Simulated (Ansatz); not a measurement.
Abridged Ansatz (a quantum-chemistry and plane-wave program) output:

```
Relaxation: its limit of steps is 60 (relax.max_steps)
Pseudopotential: C, paw, valence charge 4
Crystal: 4 atoms, lattice volume = 34.734 Å³
Basis set: ecut = 420 eV, 653 PW (Γ), exchange–correlation on 36×36×90 points (8 copies of the dense FFT grid, shifted against one another)
Bands: 12, of which v1, the nominal top of the filled ones, is band 8 counted from 1 (7 counted from 0)
Symmetry: 24 space group operations
k-points: 81 of 1125
Functional: x = pbe(κ = 0.804, μ = 0.2195149727645171), c = pbe(β = 0.06672455060314922)
SCF iter   1: F=—  HF=-1004.336079 eV  |F-HF|=—  |Δ(HF+E_count)|=         —  Δρ=2.57e-3  dr2=1.65e-3  ethr=1.77e-3  ⟨swp⟩=5.7  Hψ=5305  notcnv=0
SCF iter   2: F=—  HF=-1004.336846 eV  |F-HF|=—  |Δ(HF+E_count)|=   7.67e-4  Δρ=1.54e-3  dr2=6.87e-4  ethr=1.03e-5  ⟨swp⟩=2.2  Hψ=2110  notcnv=0
SCF 1 converged in 6 iterations: F = -1004.336987 eV  dr2 = 9.02e-10
relax step   1: F+E_penalty+E_count = -1004.33698718 eV  Δ(F+E_penalty+E_count) = +0.000e0 eV  max|allowed force component| = 3.146e-16 eV/Å  Δτ_max = 0.0000 Å  P = +0.693 GPa  Ω = 34.734 Å³  (6 SCF iters, dr2 threshold 1.00e-7 eV, accepted)
[... steps on the carried basis left out ...]
relax step   9: F+E_penalty+E_count = -1004.33257623 eV  Δ(F+E_penalty+E_count) = +1.155e-4 eV  max|allowed force component| = 3.331e-16 eV/Å  Δτ_max = 0.0000 Å  P = +1.497 GPa  Ω = 34.087 Å³  stress off target by 6.57e-3 GPa  SCF on the basis re-selected at this cell (its energy is not comparable with the rows above)  (8 SCF iters)
SCF converged after 8 iterations
Free energy (F): -1004.332576 eV
Internal energy: -1004.331340 eV  (E = F + TS)
E sigma→0 (E₀):  -1004.331958 eV
Entropy (-TS):   -0.001237 eV (-0.309 meV/atom)
Fermi energy:    7.367284 eV
  E_disp       = -0.650440  (pairwise vdW)
--- Forces (eV/Å), atoms counted from 1 ---
  atom   1  C      0.00000000    -0.00000000     0.00000000
  atom   2  C      0.00000000     0.00000000     0.00000000
  atom   3  C      0.00000000     0.00000000     0.00000000
  atom   4  C      0.00000000    -0.00000000     0.00000000
--- Stress (GPa, compression-positive) ---
        1.499463       0.000000       0.000000
        0.000000       1.499463       0.000000
        0.000000       0.000000       1.493429
  P = ⅓ Tr σ = 1.4975 GPa (14.975 kbar)
--- Relaxed structure (6 steps of the walk, 6 accepted, 3 SCFs on fresh bases) ---
  cell:  # Å, volume = 34.0868 Å³
    - [2.462089074829213, 0.0, 0.0]
    - [-1.2310445374146064, 2.132231685182224, 0.0]
    - [0.0, 0.0, 6.493046180377284]
  atoms:
    - { symbol: C, position: [1.1489905608121889e-32, 2.2145943827320192e-32, 0.25] }
    - { symbol: C, position: [-9.822170830274718e-33, -2.2145943827320192e-32, 0.75] }
    - { symbol: C, position: [0.3333333333333333, 0.6666666666666667, 0.25] }
    - { symbol: C, position: [0.6666666666666666, 0.3333333333333333, 0.75] }
```

### Question
What was computed, and what are the main results?

### Answer
C, 4 atoms in the cell, with plane-wave PAW DFT at the PBE-D3(BJ) level (Ansatz, 420 eV), no SOC, from a series relaxed to a target (pressure 1.5 GPa). The last SCF converged to F = -1004.332576 eV, or -251.0831 eV per atom, at a pressure of 1.50 GPa. The total energy compares only with runs of the same code, potentials and settings.

A case with no gap was solved on a k-mesh chosen for an insulator, which is coarse for it. Load acts through the strain it causes; cell and atoms are relaxed under it. Whether these cells are dynamically stable was not tested. The cell was made from C in the graphite type structure (space group P6_3/mmc, No. 194; layered, stacked along the Cartesian z axis) by this change: pressure 1.5 GPa.

Keys are those of Ansatz 0.2.
